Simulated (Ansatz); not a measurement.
We consider CoO (P6₃mc, No. 186, 4 atoms in the cell; start mp-19128; a measured phase of this formula has another space group), described by r²SCAN in Ansatz (PAW).

Settings: plane-wave cutoff 560 eV, 18×18×12 k mesh (along the axes of the cell as run), Fermi–Dirac smearing 0.05 eV, spin-polarised start, scalar-relativistic PAW data made under PBE.

Cell (relaxed at this level):

```
CoO
1.0
    3.20238     0.00000     0.00000
   -1.60119     2.77334     0.00000
    0.00000     0.00000     5.23200
Co O
2 2
Direct
  0.00000   0.00000   0.00331
  0.33333   0.66667   0.50330
  0.00000   0.00000   0.37170
  0.33333   0.66667   0.87169
```

Task: Estimate the band gap and smallest direct gap on the k points sampled that the calculation returns.

Result: 
band gap: 0.69 eV (indirect)
smallest direct gap on the k points sampled: 0.86 eV

Note: the magnetic order was assumed, not searched for or taken from measurement.

The result took very roughly 9 core-minutes.

A start named mp-… is a Materials Project structure, which need not be a measured phase.

Ansatz is a quantum-chemistry and plane-wave program.
